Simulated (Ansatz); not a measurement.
Take KBr in the rock salt structure (space group Fm-3m, No. 225) as the base.

```
KBr
1.0
    0.00000     3.35273     3.35273
    3.35273     0.00000     3.35273
    3.35273     3.35273     0.00000
K Br
1 1
Direct
  0.00000   0.00000   0.00000
  0.50000   0.50000   0.50000
```

All numbers come from PBE (Ansatz, a quantum-chemistry and plane-wave program, PAW, no spin-orbit coupling).

One change was made to it. Results:

```tsv
quantity	base	after
electron mass	0.39 mₑ (at Γ)	0.37 mₑ (at Γ)
density	2.62 g/cm³	2.87 g/cm³
```

Problem. Which change produced these results?
A. pressure 1.5 GPa
B. pressure 10 GPa
C. pressure 7.5 GPa
D. pressure 0.7 GPa

Solution. A, pressure 1.5 GPa. For comparison, the electron mass in the other runs: pressure 7.5 GPa gives 0.33 mₑ (at Γ); pressure 0.7 GPa gives 0.38 mₑ (at Γ); pressure 10 GPa gives 1.2 mₑ along k, 0.40 mₑ across (at X).

The levels and masses belong to the bands next to the band gap. Load acts through the strain it causes; cell and atoms are relaxed under it. Effective masses come from finite differences of ±0.01 Å⁻¹. Along k means along the line from Γ to the band edge. Whether these cells are dynamically stable was not tested. No other phases were tried under pressure.
